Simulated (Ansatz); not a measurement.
Base system: Ru in the hcp (Mg type) structure (space group P6_3/mmc, No. 194).

```
Ru
1.0
    2.69188     0.00000     0.00000
   -1.34594     2.33123     0.00000
    0.00000     0.00000     4.24566
Ru
2
Cartesian
  0.00000   1.55416   3.18424
  1.34594   0.77708   1.06141
```

Computed with Ansatz (an electronic-structure program) PBEsol, no SOC.

One change was made to it. Results:

```csv
quantity,base,after
c/a ratio,1.577,1.578
density,12.60 g/cm³,12.71 g/cm³
```

### Question
What was done to the base?
A. pressure 3 GPa
B. pressure 15 GPa
C. pressure 75 GPa
D. pressure 30 GPa
E. pressure −1 GPa

### Answer
A, pressure 3 GPa. For comparison, the density in the other runs: pressure 15 GPa gives 13.10 g/cm³; pressure 30 GPa gives 13.55 g/cm³; pressure −1 GPa gives 12.56 g/cm³; pressure 75 GPa gives 14.66 g/cm³.

Load acts through the strain it causes; cell and atoms are relaxed under it. Whether these cells are dynamically stable was not tested. No other phases were tried under pressure. All final runs are without spin polarisation.
